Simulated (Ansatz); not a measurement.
Base system: MoTe2 in the 2H-MoS2 type structure (space group P6_3/mmc, No. 194; a = 3.497 Å, c = 13.697 Å; layered, stacked along the Cartesian z axis).

Computed with PBE-D3(BJ) (Ansatz, a program for electronic structure; PAW; 420 eV plane waves; no SOC), earlier PAW set.

Base values:

The band gap comes out as 0.60 eV and the width of the top valence band comes out as 1.03 eV. The pressure comes out as 0.00 GPa and the gap character comes out as indirect, Γ → K–Γ (44 % along).

One thing is altered: an isotropic linear strain of −2.54 %; the atoms relax in the strained cell.

What does the calculation give for the band gap after the change?

The band gap drops by 0.27 eV, from 0.60 eV to 0.33 eV.

What does the calculation give for the width of the top valence band after the change?

The width of the top valence band increases by 0.11 eV to 1.14 eV.

What does the calculation give for the pressure after the change?

The pressure (mean of the normal stresses, compression positive) goes from zero to 4.90 GPa.

What happens to the energy relative to the base?

The energy rises by 25 meV/atom.

What happens to the largest internal atomic displacement?

The largest internal atomic displacement comes out as 0.067 Å.

Estimate the effect on the gap character.

The gap character becomes indirect, K–Γ (81 % along) → K–Γ (44 % along) (base: indirect, Γ → K–Γ (44 % along)).

With Te present, leaving out spin-orbit coupling can change the band edges. Stability against distortions was not tested. The program warned that a D3 coordination switch lies within reach, so dispersion energies are less smooth here.
